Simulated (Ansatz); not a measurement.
SnPt (model structure, started from the CoSn type, P6/mmm, No. 191, 6 atoms in the cell): properties by level of theory

```json
[
 {"level (code)": "LDA (Ansatz)", "lattice constant a (Å)": "5.607", "lattice parameter c (Å)": "4.452"},
 {"level (code)": "PBE (Ansatz)", "lattice constant a (Å)": "5.738", "lattice parameter c (Å)": "4.547"},
 {"level (code)": "PBEsol (Ansatz)", "lattice constant a (Å)": "5.643", "lattice parameter c (Å)": "4.492"},
 {"level (code)": "r²SCAN (Ansatz)", "lattice constant a (Å)": "___", "lattice parameter c (Å)": "4.479"}
]
```

### Question
What belongs in the gaps?

### Answer

- r²SCAN (Ansatz, a program for electronic structure), lattice constant a (Å): 5.687

Ansatz's density-functional and Hartree–Fock values are scalar-relativistic unless marked +SOC, with PAW data made under PBE.

The crystal itself was run without spin with LDA, PBE, PBEsol, r²SCAN; a magnetic state was not tried in these runs.

The computed numbers hold no vibrational or temperature effects.

A model structure was made by putting elements into a prototype or built by hand; it is no filed structure, need not be a known phase, and can be a saddle point held by its symmetry.
